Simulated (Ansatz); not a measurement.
```yaml
crystal:
  lattice:
    - [3.21644, 0.01135, -0.01871]
    - [-1.59839, 2.77430, -0.00366]
    - [-0.02954, -0.02373, 5.04335]
  atoms:
    - { symbol: Hf, position: [0.33152, 0.66615, 0.74998] }
    - { symbol: Hf, position: [0.66848, 0.33385, 0.25002] }
```

No spin polarisation.

The values are results of Ansatz (a program for electronic structure), r2SCAN, PAW, cutoff 500 eV, spin-orbit coupling left out, earlier PAW set, not measurements. k-mesh 21×21×12 (Γ-centred); smearing 0.1 eV (Fermi–Dirac).

Q: What band gap does the calculation give?

A: Zero.

Q: What is the computed pressure (mean of the normal stresses, compression positive)?

A: -0.9 GPa.

Q: Predict the space group.

A: P-1 (No. 2).

The cells carry an imposed strain or load. Whether these cells are dynamically stable was not tested. The final runs are not spin-polarised. The cell was made from Hf in the hcp (Mg type) structure (space group P6_3/mmc, No. 194) by this change: strain tensor (xx, yy, zz, yz, xz, xy) = (+0.57, +0.37, −0.11, −0.47, −0.59, +0.36) %.
